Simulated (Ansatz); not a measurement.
An Ansatz (a first-principles code) run: Ru with a change (tensor shear ε_xz = +1.14 %); PBEsol (Ansatz), spin-orbit coupling left out.

Input:

Ansatz 0.2 input:
```yaml
crystal:
  lattice:
    - [2.6913926719, 0, 0.0306818765]
    - [-1.3456963359, 2.3308144254, -0.0153409382]
    - [0.0484375518, 0, 4.2489080503]
  atoms:
    - { symbol: Ru, position: [0.6666666667, 0.3333333333, 0.75] }
    - { symbol: Ru, position: [0.3333333333, 0.6666666667, 0.25] }
basis: { ecutwfc: 420, ecutrho_ratio: 4, xc_grid: 2, fft_grid_basis: typed }
kpoints: { mp_grid: { grid: [25, 25, 14] } }
hamiltonian:
  xc: pbesol
  dispersion: none
  pseudopotentials: { kind: paw }
scf: { occupations: { method: fermi_dirac, width: 0.1 }, convergence: { dr2_threshold: 0.0000000002 } }
relax: { f_tol: 0.005, max_steps: 50 }
output: { forces: true, stress: true }
checkpoint: { write: state.ck, write_every: 1000 }
```

Output (explanatory and most iteration lines left out):

```
Relaxation: its limit of steps is 50 (relax.max_steps)
Pseudopotential: Ru, paw, valence charge 16
Crystal: 2 atoms, lattice volume = 26.651 Å³
Basis set: ecut = 420 eV, 537 PW (Γ), exchange–correlation on 36×36×60 points (8 copies of the dense FFT grid, shifted against one another)
Bands: 20, of which v1, the nominal top of the filled ones, is band 16 counted from 1 (15 counted from 0)
Symmetry: 4 space group operations
Space group: C2/c (ITA 15), of the structure as read, at distance tolerance 3.0e-5 Å
k-points: 2288 of 8750
Functional: x = pbesol(κ = 0.804, μ = 0.12345679012345678), c = pbesol(β = 0.046)
SCF iter   1: F=—  HF=-11633.030598 eV  |F-HF|=—  |Δ(HF+E_count)|=         —  Δρ=1.09e-2  dr2=1.97e-2  ethr=1.77e-3  ⟨swp⟩=5.0  Hψ=421815  notcnv=0  defer=376
SCF iter   2: F=—  HF=-11633.027118 eV  |F-HF|=—  |Δ(HF+E_count)|=   3.48e-3  Δρ=5.73e-3  dr2=5.22e-3  ethr=6.14e-5  ⟨swp⟩=2.0  Hψ=80126  notcnv=0  defer=472
SCF 1 converged in 7 iterations: F = -11633.026079 eV  dr2 = 1.65e-11
relax step   1: F+E_penalty+E_count = -11633.02607863 eV  Δ(F+E_penalty+E_count) = +0.000e0 eV  max|allowed force component| = 1.214e-2 eV/Å  Δτ_max = 0.0000 Å  (7 SCF iters, accepted)
Crystal: 2 atoms, lattice volume = 26.651 Å³
Bands: 24, of which v1, the nominal top of the filled ones, is band 16 counted from 1 (15 counted from 0)
SCF iter   1: F=—  HF=-11633.026116 eV  |F-HF|=—  |Δ(HF+E_count)|=         —  Δρ=2.36e-4  dr2=1.01e-5  ethr=2.89e-8  ⟨swp⟩=1.6  Hψ=170643  notcnv=0  defer=1659
SCF iter   2: F=—  HF=-11633.026087 eV  |F-HF|=—  |Δ(HF+E_count)|=   2.92e-5  Δρ=1.01e-4  dr2=8.62e-7  ethr=2.89e-8  ⟨swp⟩=2.0  Hψ=70707  notcnv=0  defer=1659
SCF 2 converged in 6 iterations: F = -11633.026085 eV  dr2 = 1.74e-13
relax step   2: F+E_penalty+E_count = -11633.02608510 eV  Δ(F+E_penalty+E_count) = -6.474e-6 eV  max|allowed force component| = 6.991e-3 eV/Å  Δτ_max = 0.0013 Å  (6 SCF iters, accepted)
Crystal: 2 atoms, lattice volume = 26.651 Å³
SCF iter   1: F=—  HF=-11633.026116 eV  |F-HF|=—  |Δ(HF+E_count)|=         —  Δρ=8.62e-5  dr2=1.34e-6  ethr=4.18e-8  ⟨swp⟩=2.3  Hψ=110004  notcnv=0  defer=919
SCF iter   2: F=—  HF=-11633.026088 eV  |F-HF|=—  |Δ(HF+E_count)|=   2.80e-5  Δρ=3.67e-5  dr2=1.15e-7  ethr=4.18e-9  ⟨swp⟩=2.2  Hψ=88259  notcnv=0  defer=914
SCF 3 converged in 8 iterations: F = -11633.026088 eV  dr2 = 1.67e-16
relax step   3: F+E_penalty+E_count = -11633.02608831 eV  Δ(F+E_penalty+E_count) = -3.214e-6 eV  max|allowed force component| = 1.393e-5 eV/Å  Δτ_max = 0.0005 Å  (8 SCF iters, accepted)
SCF converged after 8 iterations
Free energy (F): -11633.026088 eV
Internal energy: -11632.973953 eV  (E = F + TS)
E sigma→0 (E₀):  -11633.000021 eV
Entropy (-TS):   -0.052135 eV (-26.068 meV/atom)
Fermi energy:    23.927627 eV
--- Forces (eV/Å), atoms counted from 1 ---
  atom   1  Ru     0.00000000     0.00001393     0.00000000
  atom   2  Ru    -0.00000000    -0.00001393    -0.00000000
--- Stress (GPa, compression-positive) ---
        0.119283       0.000000      -4.656258
        0.000000       0.090291       0.000000
       -4.656258       0.000000       0.298266
  P = ⅓ Tr σ = 0.1693 GPa (1.693 kbar)
--- Relaxed structure (3 steps of the walk, 3 accepted, 0 SCFs on fresh bases) ---
  atoms:
    - { symbol: Ru, position: [0.6664953178074315, 0.3329906356148633, 0.7500000000000001] }
    - { symbol: Ru, position: [0.3335046821925682, 0.6670093643851364, 0.25000000000000006] }
```

The cells carry an imposed strain or load. No phonon test of stability was made. All final runs are without spin polarisation. The cell was made from Ru in the hcp (Mg type) structure (space group P6_3/mmc, No. 194) by this change: tensor shear ε_xz = +1.14 %.
